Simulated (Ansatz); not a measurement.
Given:

```yaml
crystal:
  lattice:
    - [0.03423, 2.64502, 2.72058]
    - [2.81524, -0.04078, 2.79560]
    - [2.75809, 2.66289, 0.01637]
  atoms:
    - { symbol: Bi, position: [0.75283, 0.74652, 0.75113] }
    - { symbol: B, position: [0.99717, 0.00348, 0.99887] }
```

No spin polarisation.

A single point on hypothetical zinc blende BiB with a change (strain tensor (xx, yy, zz, yz, xz, xy) = (+1.53, −1.96, +0.81, −1.08, +1.68, −0.42) %), its geometry relaxed with PBEsol.

Level of theory: plane-wave PAW DFT at the r2SCAN level (Ansatz, a first-principles code, 500 eV), spin-orbit coupling left out. k-mesh 10×10×10 (Γ-centred); smearing 0.05 eV (Fermi–Dirac).

Task: What band gap does the calculation give?

Result: 0.11 eV.

Task: Predict the gap character.

Result: Indirect, Γ → R.

Task: Predict the pressure.

Result: 1.4 GPa.

Single points use the geometry relaxed with PBEsol. With Bi present, leaving out spin-orbit coupling can change the band edges. Whether these cells are dynamically stable was not tested. The cell was made from BiB in the zinc blende structure (space group F-43m, No. 216; a hypothetical phase, not in the database extracts checked) by this change: strain tensor (xx, yy, zz, yz, xz, xy) = (+1.53, −1.96, +0.81, −1.08, +1.68, −0.42) %. A zero or small gap of BiB under strain tensor (xx, yy, zz, yz, xz, xy) = (+1.53, −1.96, +0.81, −1.08, +1.68, −0.42) % can be the functional's error rather than a property of the material.
